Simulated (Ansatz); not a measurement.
# Ru under a change: biaxial strain +1.50 %, plane normal [001], relaxed out of plane

Take Ru in the hcp (Mg type) structure (space group P6_3/mmc, No. 194; a = 2.691 Å, c = 4.249 Å; relaxed with 0.1 eV smearing) as the base. Axes: x lies along a and z along c of the hexagonal cell.

One thing is altered: tensile biaxial strain of 1.50 % in the plane normal to [001], as in epitaxy on a mismatched substrate; the out-of-plane cell vector and the atoms relax.

Method: DFT with PBEsol, PAW potentials and a 420 eV plane-wave cutoff in Ansatz (an electronic-structure program), no SOC. Γ-centred 25×25×14 mesh, Fermi–Dirac width 0.1 eV.

```csv
quantity,base,changed,shift
space group,P6_3/mmc (No. 194),P6_3/mmc (No. 194),–
"pressure (mean of the normal stresses, compression positive)",0.0 GPa,-6.6 GPa,-6.6 GPa
band gap,zero,zero,–
out-of-plane strain,–,-0.80 %,–
mean in-plane stress (compression positive),–,-9.9 GPa,–
```

No phonon test of stability was made. The final runs are not spin-polarised.
